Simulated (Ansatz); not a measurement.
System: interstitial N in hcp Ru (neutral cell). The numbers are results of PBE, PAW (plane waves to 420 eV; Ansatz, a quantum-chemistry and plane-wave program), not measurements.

Settings: 36 host sites, the relaxed PBE lattice, a 3×3×3 k-point mesh shifted by half a step along c, smearing 0.10 eV, spin-restricted, no image-charge correction. Energies are static. Sites that were not tried may lie lower.

Barriers: single points on a 4×4×4 k-point mesh shifted by half a step along c at the bands' geometries (they differ from the bands' own by up to 0.06 eV, and are uncertain by about as much).

Relaxed starting cell (atoms counted from 1):

```
CELL_PARAMETERS angstrom
      8.16420     0.00000     0.00000
     -4.08210     7.07041     0.00000
      0.00000     0.00000     8.58609
ATOMIC_POSITIONS crystal
  Ru 0.11710 0.23681 0.13025
  Ru 0.11048 0.22355 0.62386
  Ru 0.11076 0.55611 0.12548
  Ru 0.10951 0.55547 0.62533
  Ru 0.11698 0.88174 0.13016
  Ru 0.11043 0.88835 0.62386
  Ru 0.44763 0.22452 0.12837
  Ru 0.44502 0.22324 0.62239
  Ru 0.44272 0.55613 0.12543
  Ru 0.44332 0.55548 0.62531
  Ru 0.44273 0.88804 0.12547
  Ru 0.44334 0.88930 0.62531
  Ru 0.77427 0.22452 0.12840
  Ru 0.77556 0.22325 0.62239
  Ru 0.77423 0.55110 0.12840
  Ru 0.77555 0.55378 0.62238
  Ru 0.76207 0.88170 0.13027
  Ru 0.77529 0.88834 0.62385
  Ru 0.22222 0.11179 0.37753
  Ru 0.23567 0.11852 0.87118
  Ru 0.22185 0.44637 0.37897
  Ru 0.22323 0.44905 0.87301
  Ru 0.22184 0.77696 0.37895
  Ru 0.22324 0.77558 0.87299
  Ru 0.55411 0.11085 0.37598
  Ru 0.55472 0.11205 0.87592
  Ru 0.55407 0.44470 0.37598
  Ru 0.55471 0.44411 0.87590
  Ru 0.55245 0.77696 0.37898
  Ru 0.54980 0.77561 0.87299
  Ru 0.88694 0.11183 0.37758
  Ru 0.88023 0.11862 0.87112
  Ru 0.88797 0.44469 0.37600
  Ru 0.88675 0.44410 0.87593
  Ru 0.88697 0.77654 0.37755
  Ru 0.88031 0.76315 0.87119
  N  0.99864 0.00017 0.00024
```

End state 1 differs by these moves (Å; atoms that move under 0.08 Å are left out):

```
atom  element     Δx     Δy     Δz
----  -------  -----  -----  -----
1          Ru   0.00  -0.11   0.29
5          Ru  -0.08   0.04  -0.02
17         Ru   0.08   0.04  -0.02
20         Ru   0.04  -0.13  -0.08
22         Ru   0.00   0.11  -0.10
32         Ru  -0.04  -0.13  -0.08
36         Ru   0.00   0.08   0.05
37          N   0.00   1.56  -0.44
```

Question: Give the forward and backward barriers to end state 1 at the level PBE, PAW.

Answer: forward 1.13 eV, backward 0.93 eV; at the saddle point atom 37 has neighbours Ru at 1.83, 2 Ru at 1.84 Å. The saddle point's order was not checked, and it lies on a symmetry element of the cell, where a band can be held.

End state 2 differs by these moves (Å; atoms that move under 0.08 Å are left out):

```
atom  element     Δx     Δy     Δz
----  -------  -----  -----  -----
1          Ru   0.00  -0.09  -0.02
2          Ru   0.00   0.09  -0.02
5          Ru  -0.08   0.05  -0.02
6          Ru   0.08  -0.05  -0.02
17         Ru   0.08   0.05  -0.02
18         Ru  -0.08  -0.05  -0.02
20         Ru   0.00   0.00   0.08
32         Ru   0.00   0.00   0.08
36         Ru   0.00   0.00   0.08
37          N   0.00   0.00  -2.14
```

Question: Estimate the forward and backward barriers to end state 2 that PBE, PAW returns for this input.

Answer: forward 0.98 eV, backward 0.98 eV; at the saddle point atom 37 has neighbours 3 Ru at 1.81 Å. The saddle point's order was not checked, and it lies on a symmetry element of the cell, where a band can be held.
